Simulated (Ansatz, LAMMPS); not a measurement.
Si lens of 41 atoms, radius 0.80 nm, coherent in Ge, 6x6x6 cubic cells at the host's lattice parameter. Cell 34.56 × 34.56 × 34.56 Å, Si41Ge1687, 1728 atoms. Prepared with Tersoff's 1989 multicomponent potential (SiCGe.tersoff) in LAMMPS: minimisation. 

Basis: localised support functions (accuracy medium) on a full density matrix. k-points: zone centre alone; occupations: Fermi-Dirac, 0.010 eV; spin polarisation not allowed. No spin-orbit coupling.

Question: Give the energy, gap and bonding at the level PBE, support functions at accuracy medium on the grid of 370 eV (Ansatz, an electronic-structure program).

Answer: 
- energy over the perfect crystal(s), per atom: 2 meV/atom
- electronic character of the cell: no gap resolved at this smearing
- coordination (neighbours within 2.994 Å): 100.0 % 4-fold
- Ge-Ge bonds, mean ± spread: 2.496 ± 0.003 Å
- Ge-Si bonds, mean ± spread: 2.458 ± 0.006 Å
- Si-Si bonds, mean ± spread: 2.419 ± 0.006 Å
- bond angles, mean ± spread: 109.5° ± 0.5°
- pressure: -0.20 GPa
